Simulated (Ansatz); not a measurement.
**O on the 1x1 (10-10) surface of wurtzite AlN (cut with top plane Al + N), one in a 2x1 cell, started at the site 'hollow Al-Al-N-N'**

Host crystal: wurtzite AlN, with a band gap (PBE, scalar-relativistic without spin-orbit coupling).

Method: r2SCAN, at the PBE geometry and the start's symmetry (plane waves to 500 eV, PAW; Ansatz, an electronic-structure program).

Slab: 33 atoms, 8.9 Å thick at the start under the adsorbate (thin: gaps and levels are the slab's own); k 3x4x1, smearing 0.01 eV, dipole-corrected; single point; on the structure that PBE left under its start's symmetry; spin-polarised, no spin-orbit, no U, no dispersion correction. The starting moment vanished. The program's check for a lower electronic state was not made. At the end it is bonded to Al + N. In PBE it is, or lies within 0.03 eV of, the lowest of the starts that converged; the order may differ at this level.

The energy of the end state, in which the adsorbate paired with a surface N atom, against ½ O2(g) at the same level comes out as -0.97 eV and the change of the step from the bottom to the top vacuum level, against the clean slab comes out as 1.26 eV. The height of the binding atom over the mean of the host atoms within 0.3 Å of the top one is 1.336 Å, the magnetic moment of the cell comes out as 0.00 μB and the note is in the relaxation the adsorbate left its starting site by 1.4 Å. The cost is around 10 core-minutes (rough).

A negative adsorption energy means that the adsorbate is more stable on the surface than in its reference.
